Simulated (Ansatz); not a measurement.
Si (C2/m, No. 12, 8 atoms in the cell; start mp-1079297; another form than the element's usual one)

Level of theory: r²SCAN0 in Ansatz (PAW).

Numerical settings: plane-wave cutoff 520 eV, 6×6×4 k mesh (along the axes of the cell as run), Fermi–Dirac smearing 0.01 eV, scalar-relativistic PAW data made under PBE.

Cell (relaxed with PBEsol):

```cif
data_Si16
_chemical_formula_sum 'Si16'
_space_group_name_H-M_alt 'C2/m'
_space_group_IT_number 12
_space_group_name_Hall '-C 2y'
_cell_length_a 13.80338
_cell_length_b 3.83951
_cell_length_c 6.32663
_cell_angle_alpha 90.000
_cell_angle_beta 96.764
_cell_angle_gamma 90.000
loop_
_space_group_symop_operation_xyz
  'x, y, z'
  '-x, -y, -z'
  '-x, y, -z'
  'x, -y, z'
  'x+1/2, y+1/2, z'
  '-x+1/2, -y+1/2, -z'
  '-x+1/2, y+1/2, -z'
  'x+1/2, -y+1/2, z'
loop_
_atom_site_label
_atom_site_type_symbol
_atom_site_symmetry_multiplicity
_atom_site_Wyckoff_symbol
_atom_site_fract_x
_atom_site_fract_y
_atom_site_fract_z
_atom_site_occupancy
Si1 Si 4 i 0.05532 0.00000 0.87337 1
Si2 Si 4 i 0.44092 0.00000 0.34670 1
Si3 Si 4 i 0.21255 0.00000 0.05704 1
Si4 Si 4 i 0.27297 0.00000 0.41429 1
```
(The calculation used a cell of 8 atoms; values per cell refer to that cell.)

| Item | Result |
|---|---|
| band gap | 1.46 eV (on the SCF k mesh) (indirect) |
| smallest direct gap on the k points sampled | 1.81 eV |

Note: cell and atoms aren't relaxed at this level (largest force component 0.05 eV/Å, pressure -0.4 GPa).

The result took roughly 11 core-minutes.

A start named mp-… is a Materials Project structure, which need not be a measured phase.

Ansatz is a program for electronic structure.
